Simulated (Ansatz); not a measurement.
Bi₂Te₂S (R3m, No. 160, 5 atoms in the cell; start mp-1227335; a measured phase of this formula has another space group) was calculated with LDA (plane waves, PAW; Ansatz, a first-principles code).

The input as run:

Ansatz 0.2 input:
```yaml
crystal:
  lattice:
    - [2.1288126981, 1.2290707435, 9.6079332952]
    - [-2.1288126981, 1.2290707435, 9.6079332952]
    - [0.0, -2.4581410094, 9.6079333563]
  atoms:
    - { symbol: Bi, position: [0.4032034769, 0.4032034769, 0.4032034769] }
    - { symbol: Bi, position: [0.5918413759, 0.5918413759, 0.5918413759] }
    - { symbol: Te, position: [0.9950572368, 0.9950572368, 0.9950572368] }
    - { symbol: Te, position: [0.7977417271, 0.7977417271, 0.7977417271] }
    - { symbol: S, position: [0.2121461833, 0.2121461833, 0.2121461833] }
basis:
  ecutwfc: 520
  ecutrho_ratio: 4
  xc_grid: 2
kpoints:
  mp_grid: { grid: [10, 10, 10] }
hamiltonian:
  xc: lda
  dispersion: none
  pseudopotentials: { azcp: { folder: ./paw }, kind: paw }
scf:
  occupations: { method: fermi_dirac, width: 0.01 }
output:
  forces: true
  stress: true
  eigenvalues: true
relax:
  f_tol: 0.004
  escape_saddle: false
  max_steps: 80
  cell: { stress_tol: 0.02, fix: [volume] }
```

Excerpt of the program's output:

```
Relaxation: its limit of steps is 80 (relax.max_steps)
Crystal: 5 atoms, lattice volume = 150.833 Å³
Basis set: ecut = 520 eV, 4043 PW (Γ), FFT grids on a1−a3, a2−a3, a3, exchange–correlation on 64×64×150 points (8 copies of the dense FFT grid, shifted against one another)
Bands: 41, of which v1, the nominal top of the filled ones, is band 34 counted from 1 (33 counted from 0)
Symmetry: 6 space group operations
Space group: R3m (ITA 160), of the structure as read, at distance tolerance 5.3e-5 Å
k-points: 116 of 1000 (time reversal used)
Initial density: superposition of atomic densities (chi_scale 0.1, normalization cell, long waves kept (reshape's long-wave potential 0.47 eV rms))
Functional: x = slater, c = lda
SCF iter   1: F=—  HF=-38701.630537 eV  |F-HF|=—  |Δ(HF+E_count)|=         —  Δρ=2.13e-2  dr2=4.39e0
SCF iter   2: F=—  HF=-38701.055740 eV  |F-HF|=—  |Δ(HF+E_count)|=   5.75e-1  Δρ=1.10e-2  dr2=6.88e-1
  ...
SCF 1 converged in 8 iterations: F = -38700.928155 eV  dr2 = 1.11e-8
Crystal: 5 atoms, lattice volume = 150.833 Å³
Basis set: ecut = 520 eV, 4037 PW (Γ), FFT grids on a1−a3, a2−a3, a3, exchange–correlation on 64×64×150 points (8 copies of the dense FFT grid, shifted against one another)
  ...
Crystal: 5 atoms, lattice volume = 150.833 Å³
SCF 3 converged in 6 iterations: F = -38700.931605 eV  dr2 = 3.27e-9
Crystal: 5 atoms, lattice volume = 150.833 Å³
SCF 4 converged in 6 iterations: F = -38700.931973 eV  dr2 = 5.76e-10
Crystal: 5 atoms, lattice volume = 150.833 Å³
SCF 5 converged in 6 iterations: F = -38700.932067 eV  dr2 = 1.52e-10
Crystal: 5 atoms, lattice volume = 150.833 Å³
SCF 6 converged in 6 iterations: F = -38700.932077 eV  dr2 = 2.37e-11
Crystal: 5 atoms, lattice volume = 150.833 Å³
SCF iter   5: F=—  HF=-38700.932078 eV  |F-HF|=—  |Δ(HF+E_count)|=   7.15e-9  Δρ=4.96e-7  dr2=9.00e-12
SCF iter   6: F=-38700.932078 eV  HF=-38700.932078 eV  |F-HF|=7.28e-12  |Δ(HF+E_count)|=  3.93e-10  Δρ=8.01e-8  dr2=2.96e-12
SCF 7 converged in 6 iterations: F = -38700.932078 eV  dr2 = 2.96e-12
SCF converged after 6 iterations
Free energy (F): -38700.932078 eV
Internal energy: -38700.932078 eV  (E = F + TS)
E sigma→0 (E₀):  -38700.932078 eV
Fermi energy:    9.238806 eV
--- Stress (GPa, compression-positive) ---
       -0.767924       0.000000      -0.000000
        0.000000      -0.767924      -0.000000
       -0.000000      -0.000000      -0.772962
  P = ⅓ Tr σ = -0.7696 GPa (-7.696 kbar)
```

The cell is one volume of an energy–volume scan, off the minimum.

The PAW data were made under PBE.

Note: the relaxation could not lower the start's symmetry, so the cell can be a saddle point above a distorted one.

Computing time: very roughly 6 core-minutes.

A start named mp-… is a Materials Project structure, which need not be a measured phase.
